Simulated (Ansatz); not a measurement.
The reference is Mg in the hcp (Mg type) structure (space group P6_3/mmc, No. 194; a = 3.175 Å, c = 5.163 Å; relaxed with 0.1 eV smearing). Axes: x lies along a and z along c of the hexagonal cell.

Structures relaxed with PBEsol in Ansatz (plane waves to 420 eV, PAW, spin-orbit coupling left out).

Base:

Simulated powder pattern, Cu Kα1, λ = 1.54056 Å (kinematic, ideal powder, no thermal factors, no anomalous dispersion; the 10 strongest lines at most, above 2 %, up to 2θ = 90°):

```csv
2θ (°),I/Imax (%),hkl
32.54,24,(100)
34.72,27,(002)
37.01,100,(101)
48.32,15,(102)
58.05,17,(110)
63.74,19,(103)
69.45,19,(112)
70.87,13,(201)
78.81,3.2,(202)
82.49,2.8,(104)
```

After one change:

Simulated powder pattern, Cu Kα1, λ = 1.54056 Å (kinematic, ideal powder, no thermal factors, no anomalous dispersion; the 10 strongest lines at most, above 2 %, up to 2θ = 90°):

| 2θ (°) | I/Imax (%) |
|---|---|
| 33.22 | 23 |
| 34.34 | 28 |
| 37.53 | 100 |
| 48.53 | 16 |
| 59.35 | 17 |
| 63.62 | 20 |
| 70.40 | 19 |
| 72.38 | 16 |
| 80.10 | 3.1 |
| 82.00 | 2.9 |

Problem. What was done to the base?
A) biaxial strain +1.50 %, plane normal [001], relaxed out of plane
B) biaxial strain −2.00 %, plane normal [001], relaxed out of plane
C) biaxial strain −0.50 %, plane normal [001], relaxed out of plane
D) biaxial strain +2.50 %, plane normal [001], relaxed out of plane

Solution. B, biaxial strain −2.00 %, plane normal [001], relaxed out of plane. Its volume per atom is 21.88 Å³ against 22.54 Å³, and its space group is P6_3/mmc (No. 194).

Whether these cells are dynamically stable was not tested.

Ansatz is a program for electronic structure.
